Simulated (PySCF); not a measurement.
PySCF 2.14.0, BP86/def2-svpd, df: Cu(SH)(CNMe) (C[N+]#[C-]->[Cu][SH]), 9 atoms. The geometry is a generated start, not checked to be a minimum at this level.

```
Quantity                       Value
-------------------  ---------------
task                          energy
method                          bp86
basis                      def2-svpd
two-electron scheme  density fitting
mol.max_memory               3000 MB
mf.max_cycle                     100
mf.conv_tol          1e-09 (default)
mf.grids.level           3 (default)
basis functions                  153
grid points                   120896
```

```xyz
9

Cu     0.1671     1.3015    -1.6025
S      0.3017     2.6520    -3.3048
H      1.5495     3.0453    -3.1190
C     -0.4002    -1.4697     1.6974
N     -0.2146    -0.5882     0.6431
C     -0.0540     0.1608    -0.2338
H     -0.0438    -1.0118     2.6220
H      0.1569    -2.3888     1.5059
H     -1.4626    -1.7011     1.7918
```

Charge 0 and multiplicity 1 are set for this test and not shown to be the ground state.

With the defaults (mf.init_guess = minao, mf.DIIS = CDIIS, mf.diis = true, mf.damp = 0, mf.diis_start_cycle = 1, mf.diis_space = 8, newton = off, mf.diis_damp = 0) it converges in 20 Fock builds. One run each on 2 threads, 1 BLAS thread, with these changes:
- mf.diis = false, mf.damp = 0.7, mf.diis_start_cycle = 999
- mf.diis = false
- mf.diis_space = 20
- mf.diis_damp = 0.3
- mf.damp = 0.3, mf.diis_start_cycle = 4
- newton = Hessian by the SCF's own integrals
- mf.DIIS = EDIIS
- mf.init_guess = 1e
- mf.init_guess = sap

Which of these changes keep the SCF from converging, or lead it to another solution?

No convergence: mf.init_guess = 1e; mf.DIIS = EDIIS; mf.diis = false (the run ends without SCF convergence in 100 cycles). The rest reach the solution of the defaults.

```tsv
setting	Fock builds	end
mf.diis_damp = 0.3	17	same solution
the defaults	20	same solution
mf.diis_space = 20	20	same solution
mf.init_guess = sap	21	same solution
mf.damp = 0.3, mf.diis_start_cycle = 4	34	same solution
mf.diis = false, mf.damp = 0.7, mf.diis_start_cycle = 999	55	same solution
newton = Hessian by the SCF's own integrals	88	same solution
mf.init_guess = 1e	101	no convergence
mf.DIIS = EDIIS	101	no convergence
mf.diis = false	101	no convergence
```

Under newton the count holds the products with the orbital Hessian.
